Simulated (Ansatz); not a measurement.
Consider WSe2 in the 2H-MoS2 type structure (space group P6_3/mmc, No. 194; a = 3.231 Å, c = 12.411 Å; layered, stacked along the Cartesian z axis).

Calculations: DFT with PBEsol-D3(BJ), PAW potentials and a 420 eV plane-wave cutoff in Ansatz (a quantum-chemistry and plane-wave program), no SOC.

Free-standing slabs (3 atom(s) a layer) normal to the stacking axis with 15 Å of vacuum; in-plane cell relaxed.

One change was made to it. Results:

| quantity | base | after |
|---|---|---|
| shortest interatomic distance | 2.511 Å | 2.512 Å |
| excess energy per area of both faces (slab less bulk energy over the cell's area: twice a surface energy) | – | 1.00 J/m² |
| smallest direct gap | 1.65 eV | 1.71 eV |
| gap character | – | indirect, Γ → K–Γ (45 % along) |
| band gap | 0.67 eV | 0.90 eV |

What was done to the base?
A) 1 layer
B) 3 layers
C) 2 layers

B, 3 layers. For comparison, the band gap in the other runs: 2 layers gives 1.10 eV; 1 layer gives 1.64 eV.

The excess energy carries the mismatch between the slab's and the bulk's meshes. With W present, leaving out spin-orbit coupling can change the band edges. No phonon test of stability was made. Labels are those of the standard path for the cell's own space group.
